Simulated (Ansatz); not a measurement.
Results of LDA (Ansatz, an electronic-structure program, plane waves, PAW) for GePbS3 (P2₁/c, No. 14; cell taken from a computed entry).

Run with plane-wave cutoff 520 eV, 6×4×6 k mesh (along the axes of the cell as run), Fermi–Dirac smearing 0.01 eV, scalar-relativistic PAW data made under PBE.

Cell (relaxed with PBEsol):

```yaml
crystal:
  lattice:
    - [7.21365, 0.00000, -0.00654]
    - [0.00000, 10.31858, 0.00000]
    - [-1.79136, 0.00000, 6.58924]
  atoms:
    - { symbol: Ge, position: [0.17927, 0.20440, 0.50880] }
    - { symbol: Ge, position: [0.82073, 0.79560, 0.49120] }
    - { symbol: Ge, position: [0.82073, 0.70440, 0.99120] }
    - { symbol: Ge, position: [0.17927, 0.29560, 0.00880] }
    - { symbol: Pb, position: [0.36191, 0.91590, 0.22161] }
    - { symbol: Pb, position: [0.63809, 0.08410, 0.77839] }
    - { symbol: Pb, position: [0.63809, 0.41590, 0.27839] }
    - { symbol: Pb, position: [0.36191, 0.58410, 0.72161] }
    - { symbol: S, position: [0.26957, 0.00331, 0.58841] }
    - { symbol: S, position: [0.73043, 0.99669, 0.41159] }
    - { symbol: S, position: [0.73043, 0.50331, 0.91159] }
    - { symbol: S, position: [0.26957, 0.49669, 0.08841] }
    - { symbol: S, position: [0.44243, 0.32264, 0.58757] }
    - { symbol: S, position: [0.55757, 0.67736, 0.41243] }
    - { symbol: S, position: [0.55757, 0.82264, 0.91243] }
    - { symbol: S, position: [0.44243, 0.17736, 0.08757] }
    - { symbol: S, position: [0.98156, 0.21787, 0.18979] }
    - { symbol: S, position: [0.01844, 0.78213, 0.81021] }
    - { symbol: S, position: [0.01844, 0.71787, 0.31021] }
    - { symbol: S, position: [0.98156, 0.28213, 0.68979] }
```

Problem. What does this level give for the band gap, smallest direct gap on the k points sampled and direct gap at Γ?

Solution. 
- band gap: 1.60 eV
- smallest direct gap on the k points sampled: 1.73 eV
- direct gap at Γ: 1.76 eV

Note: cell and atoms aren't relaxed at this level (largest force component 0.10 eV/Å, pressure -1.8 GPa).

Spin–orbit coupling is not included; with these elements it can move the gap by several tenths of an eV or more.

Computed values are for the static lattice.

Computing time: about 20 core-minutes (a rough figure).
